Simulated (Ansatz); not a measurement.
Consider HfB$_{2}$ (space group P6/mmm, No. 191; a = 3.128 Å, c = 3.446 Å; relaxed with 0.1 eV smearing). Axes: x lies along a and z along c of the hexagonal cell.

Level of theory: DFT with PBEsol, PAW potentials and a 420 eV plane-wave cutoff in Ansatz (a quantum-chemistry and plane-wave program), no spin-orbit coupling.

Modification: a pure shear with ε_xz = ε_zx = 0.0200, atoms relaxed at fixed cell.

Question: Predict the stress tensor and what it implies for the stiffness.

Answer: Stress of the strained cell less that of the base (GPa, compression positive):
```
    0.7     0.0   -11.1
    0.0     0.1     0.0
  -11.1     0.0     0.8
```

Then −Δσ/γ with γ = 2ε = 0.0400 gives secant stiffness values (nonlinear terms included at this strain): C55 ≈ 276 GPa.

As a check, the harmonic strain energy −½ V₀ Δσ:ε is 13 meV/atom; the computed energy rise is 13 meV/atom.

Stability against distortions was not tested. All final runs are without spin polarisation.
